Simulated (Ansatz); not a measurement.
Where the default PAW files enter, the runs use the earlier of Ansatz's two default sets.

Inside the gap of an insulator the Bloch states are evanescent, with a wavenumber k + iκ along the transport direction.

Given:

```yaml
crystal:
  lattice:
    - [2.55394, 0.00000, 0.00000]
    - [-1.27697, 2.21178, 0.00000]
    - [0.00000, 0.00000, 4.22685]
  atoms:
    - { symbol: B, position: [0.66667, 0.33333, 0.99972] }
    - { symbol: B, position: [0.33333, 0.66667, 0.49972] }
    - { symbol: N, position: [0.66667, 0.33333, 0.62528] }
    - { symbol: N, position: [0.33333, 0.66667, 0.12528] }
```

Space group of this cell: P6_3mc, wurtzite. The cell is taken as given; by PBEsol its mean pressure is -6.1 GPa.

Transport runs along the normal of the first two printed cell vectors, the (001) plane of the conventional cell.

The gap is the functional's own, uncorrected, and κ follows it; spin-orbit coupling is left out. Mid-gap values are interpolated between the computed energies.

Task: Estimate the band gap and the smallest decay constant κ at mid-gap that PBEsol in Ansatz (a quantum-chemistry and plane-wave program) returns for this system.

Result: Gap 4.98 eV on a 18×18×8 mesh; κ = 0.356 1/Å, at the zone centre.
